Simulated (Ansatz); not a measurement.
Take BeTe in the rock salt structure (space group Fm-3m, No. 225; a = 5.3021 Å; a hypothetical phase, not in the database extracts checked) as the base.

Perturbation: hydrostatic tension (pressure −2 GPa).

Levels (all Ansatz, a first-principles code, PAW, earlier PAW set): PBEsol (420 eV, no spin-orbit coupling); r2SCAN (500 eV, no spin-orbit coupling).

The geometry is relaxed with PBEsol.

```
Property            Value
---------------  --------
PBEsol pressure  -2.0 GPa
```

Question: What does r2SCAN give at this geometry for the pressure?

Answer: The pressure grows by 2.6 GPa to 0.6 GPa.

Single points use the geometry relaxed with PBEsol. Their cutoffs differ, which shifts pressures a little. Load acts through the strain it causes; cell and atoms are relaxed under it. Stability against distortions was not tested. The final runs are not spin-polarised.
